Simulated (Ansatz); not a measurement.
The starting structures come from a database of crystals and need not be the phases stable at ambient conditions.

 Where the default PAW files enter, the runs use the earlier of Ansatz's two default sets.

The decay constant κ of evanescent states in the gap governs leakage through a thin film.

Here is the system:

```yaml
crystal:
  lattice:
    - [6.41691, 0.00000, 0.00000]
    - [0.00000, 9.07488, 0.00000]
    - [3.20845, 4.53744, 3.20845]
  atoms:
    - { symbol: Na, position: [0.25000, 0.62500, 0.00000] }
    - { symbol: Na, position: [0.25000, 0.62500, 0.50000] }
    - { symbol: Na, position: [0.75000, 0.62500, 0.00000] }
    - { symbol: Na, position: [0.75000, 0.12500, 0.50000] }
    - { symbol: W, position: [0.50000, 0.25000, 0.00000] }
    - { symbol: W, position: [0.00000, 0.00000, 0.00000] }
    - { symbol: O, position: [0.72822, 0.36411, 0.00000] }
    - { symbol: O, position: [0.77178, 0.88589, 0.45644] }
    - { symbol: O, position: [0.27178, 0.36411, 0.00000] }
    - { symbol: O, position: [0.22822, 0.34233, 0.54356] }
    - { symbol: O, position: [0.27178, 0.90767, 0.45644] }
    - { symbol: O, position: [0.22822, 0.88589, 0.00000] }
    - { symbol: O, position: [0.72822, 0.36411, 0.54356] }
    - { symbol: O, position: [0.77178, 0.88589, 0.00000] }
```

Space group of this cell: Fd-3m, spinel. The cell is taken as given; by r2SCAN its mean pressure is -1.5 GPa.

Transport runs along the normal of the first two printed cell vectors, the (110) plane of the conventional cell.

No gap correction and no spin-orbit coupling; mid-gap values are interpolated between computed energies.

Q: Predict the band gap and the smallest decay constant κ at mid-gap from r2SCAN (Ansatz, a program for electronic structure).

A: Gap 5.61 eV on a 10×10×10 mesh; κ = 0.492 1/Å, at the zone centre.
